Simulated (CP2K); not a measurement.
Input and output of a self-consistent single point for Ca₃ZnSe₄ (P1, 8 atoms in the cell) (CP2K).

Method of the run: LDA (Pade form), GPW, DZVP-MOLOPT-SR-GTH basis, GTH-PADE potentials (GTH_POTENTIALS) (CP2K).

The change in words: atoms moved at random. Reference geometry:
```
CELL_PARAMETERS angstrom
      6.33205     0.00000     0.00000
      0.00000     6.33205     0.00000
      0.00000     0.00000     6.33205
ATOMIC_POSITIONS crystal
  Ca 0.00000 0.50000 0.50000
  Ca 0.50000 0.00000 0.50000
  Ca 0.50000 0.50000 0.00000
  Zn 0.00000 0.00000 0.00000
  Se 0.76991 0.76991 0.23009
  Se 0.76991 0.23009 0.76991
  Se 0.23009 0.23009 0.23009
  Se 0.23009 0.76991 0.76991
```

Reference input (self-consistent single point, DFT LDA (Pade form), GPW, DZVP-MOLOPT-SR-GTH basis, GTH-PADE potentials (GTH_POTENTIALS)): CUTOFF = 600 Ry; REL_CUTOFF = 50 Ry; KPOINTS/SCHEME = MONKHORST-PACK 3 3 3; XC_FUNCTIONAL = PADE; Ca/BASIS_SET = DZVP-MOLOPT-SR-GTH; Ca/POTENTIAL = GTH-PADE-q10; Zn/BASIS_SET = DZVP-MOLOPT-SR-GTH; Zn/POTENTIAL = GTH-PADE-q12; Se/BASIS_SET = DZVP-MOLOPT-SR-GTH; Se/POTENTIAL = GTH-PADE-q6; METHOD = GPW; EPS_DEFAULT = 1e-10. This run's input differs from it in these lines:

```diff
@@ -64,10 +64,10 @@
     &COORD
-      Ca       0.00000000     3.16602600     3.16602600
-      Ca       3.16602600     0.00000000     3.16602600
-      Ca       3.16602600     3.16602600     0.00000000
-      Zn       0.00000000     0.00000000     0.00000000
-      Se       4.87511016     4.87511016     1.45694184
-      Se       4.87511016     1.45694184     4.87511016
-      Se       1.45694184     1.45694184     1.45694184
-      Se       1.45694184     4.87511016     4.87511016
+      Ca      -0.00864958     3.17401072     3.19079066
+      Ca       3.20525939     0.02418211     3.14323061
+      Ca       3.20397399     3.15248807     0.04785132
+      Zn      -0.01472835     0.06216809     0.00588248
+      Se       4.89539172     4.84838890     1.45497258
+      Se       4.83293236     1.41609378     4.84919940
+      Se       1.43018259     1.47829352     1.47048610
+      Se       1.45179389     4.84053082     4.83374286
     &END COORD
```

Output (repeated stretches shortened):

```
 SCF WAVEFUNCTION OPTIMIZATION

  Step     Update method      Time    Convergence         Total energy    Change
     1 NoMix/Diag. 0.20E+00      -     1.87802418      -209.2516361713 -2.09E+02
     2 Broy./Diag. 0.20E+00      -     0.04050431      -208.0210636547  1.23E+00
     3 Broy./Diag. 0.20E+00      -     0.13820879      -208.2754173370 -2.54E-01
     4 Broy./Diag. 0.20E+00      -     0.03893926      -208.6505019532 -3.75E-01
     5 Broy./Diag. 0.20E+00      -     0.01519053      -208.9567976208 -3.06E-01
     6 Broy./Diag. 0.20E+00      -     0.00410255      -209.0593314585 -1.03E-01
   [... 13 lines left out ...]
    20 Broy./Diag. 0.20E+00      -     0.00000072      -209.0190088907  5.43E-06
    21 Broy./Diag. 0.20E+00      -     0.00000029      -209.0190086857  2.05E-07
    22 Broy./Diag. 0.20E+00      -     0.00000020      -209.0190094142 -7.28E-07
    23 Broy./Diag. 0.20E+00      -     0.00000006      -209.0190091453  2.69E-07
  *** SCF run converged in    23 steps ***

  Overlap energy of the core charge distribution:               0.00000000223421
  Self energy of the core charge distribution:               -376.29658196805110
  Core Hamiltonian energy:                                     93.43265432601557
  Hartree energy:                                             106.01891948455612
  Exchange-correlation energy:                                -32.17400099010074

  Total energy:                                              -209.01900914534593

                     Mulliken Population Analysis

 #  Atom  Element  Kind  Atomic population                           Net charge
       1     Ca       1          9.593463                              0.406537
       2     Ca       1          9.583309                              0.416691
   [... lines left out ...]

 STRESS| Analytical stress tensor [bar]
 STRESS|                        x                   y                   z
 STRESS|      x       -1.91938678379E+04   3.99549509278E+03   4.64166566281E+03
 STRESS|      y        3.99549509278E+03  -1.89419531808E+04   4.01882180639E+03
 STRESS|      z        4.64166566281E+03   4.01882180639E+03  -1.84040518297E+04
 STRESS| 1/3 Trace                                            -1.88466242828E+04
```

The run converged in 23 iterations. Against the reference run the free energy goes up by 8.2 meV/atom, the pressure moves little (-1.96 to -1.88 GPa), the largest force goes from 0.112 to 0.488 eV/Å and the gap on the mesh goes from 1.873 to 1.829 eV.

The starting cell comes from a database of computed structures (which also holds hypothetical and non-ambient phases and stackings), without a prior relaxation at this level. Its lattice was rescaled by a random factor within 2.5 % of one. For this run, on top of that: atoms moved at random. Values carry the incompleteness of an atom-centred basis.

Cost on one core of a shared machine: roughly 30 s.
